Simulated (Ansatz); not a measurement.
C (P6_3/mmc), Ansatz (a first-principles code) with PBE, rigid bands: N_v = 1.92e19 cm⁻³ at 300 K and a hole conductivity mass of 0.473 mₑ along y (a = (2.50, 0.00, 0.00) Å; b = (-1.25, 2.16, 0.00) Å; c = (0.00, 0.00, 4.16) Å).

Problem. For 1e16 holes per cm³ at 300 K, place the Fermi level, estimate the Seebeck coefficient of a parabolic band with constant τ, and give mobility and conductivity for τ = 20 fs.

Solution. The level lies k_BT ln(N_v/p) = 0.195 eV above the valence-band maximum. S ≈ +(k_B/e)[ln(N_v/p) + 5/2] = 867 μV/K, against 867 μV/K from the full bands (mean over directions). μ = eτ/m = 74.4 cm²/(V·s) and σ = peμ = 0.119 S/cm. τ is assumed, not computed.

Band transport and this doping are assumed; polarons and phonon drag are left out. Spin-orbit coupling is left out. Geometry: cell and atoms relaxed with PBEsol.
